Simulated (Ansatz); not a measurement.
Base system: CuI in the zinc blende structure (space group F-43m, No. 216; a = 6.023 Å).

Calculations: Ansatz (an electronic-structure program), r2SCAN, PAW, cutoff 500 eV, no spin-orbit coupling.

For the base:

```
Item                 Value
-------------  -----------
Gap character  direct at Γ
```

Now apply this change: 0.0382 electrons added to each cell, a density of 7.0×10^20 cm⁻³, with a uniform compensating background at fixed cell and a 300 K Fermi–Dirac width.

Task: Predict the new Fermi level from band edge and gap character.

Result: The Fermi level relative to the doped band's edge (positive inside the band; to 0.05 eV) comes out as +0.90 eV; the gap character stays direct at Γ.

Carriers are added with a uniform compensating background; total energy and stress of such cells depend on the potential's zero and are not compared; many-body gap narrowing is missing at this level. Spin-orbit coupling, missing from the scalar runs, can matter with I. Whether these cells are dynamically stable was not tested. The final runs are not spin-polarised.
